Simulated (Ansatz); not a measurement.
PbSnS₂ (within 0.1 Å of Cc, No. 9, 8 atoms in the cell; start mp-1218961) was calculated with PBE0 (Ansatz, a first-principles code, plane waves, PAW).

Numerical settings: plane-wave cutoff 460 eV, 6×6×2 k mesh (along the axes of the cell as run), Fermi–Dirac smearing 0.01 eV, scalar-relativistic PAW data made under PBE.

Cell (relaxed with PBE-D3(BJ)):

```cif
data_Pb4S8Sn4
_chemical_formula_sum 'Sn4 Pb4 S8'
_space_group_name_H-M_alt 'Cc'
_space_group_IT_number 9
_space_group_name_Hall 'C -2yc'
_cell_length_a 5.85551
_cell_length_b 5.86874
_cell_length_c 11.67971
_cell_angle_alpha 90.000
_cell_angle_beta 101.356
_cell_angle_gamma 90.000
loop_
_space_group_symop_operation_xyz
  'x, y, z'
  'x, -y, z+1/2'
  'x+1/2, y+1/2, z'
  'x+1/2, -y+1/2, z+1/2'
loop_
_atom_site_label
_atom_site_type_symbol
_atom_site_symmetry_multiplicity
_atom_site_Wyckoff_symbol
_atom_site_fract_x
_atom_site_fract_y
_atom_site_fract_z
_atom_site_occupancy
Sn1 Sn 4 a 0.27237 0.07450 0.87373 1
Pb1 Pb 4 a 0.20911 0.41656 0.11539 1
S1 S 4 a 0.30448 0.38481 0.36024 1
S2 S 4 a 0.21375 0.10453 0.65071 1
```
(The calculation used a cell of 8 atoms; values per cell refer to that cell.)

**Question.** Estimate the band gap, smallest direct gap on the k points sampled and Γ–Γ gap that the calculation returns.

**Answer.** 
* **band gap**: 1.86 eV (on the SCF k mesh)
* **smallest direct gap on the k points sampled**: 2.26 eV
* **Γ–Γ gap**: 2.74 eV

Note: cell and atoms aren't relaxed at this level (pressure 0.7 GPa).

Spin–orbit coupling is not included; with these elements it can move the gap by several tenths of an eV or more.

Static lattice: no zero-point or thermal effects.

It cost about 30 core-minutes (a rough figure) of CPU time.

A start named mp-… is a Materials Project structure, which need not be a measured phase.
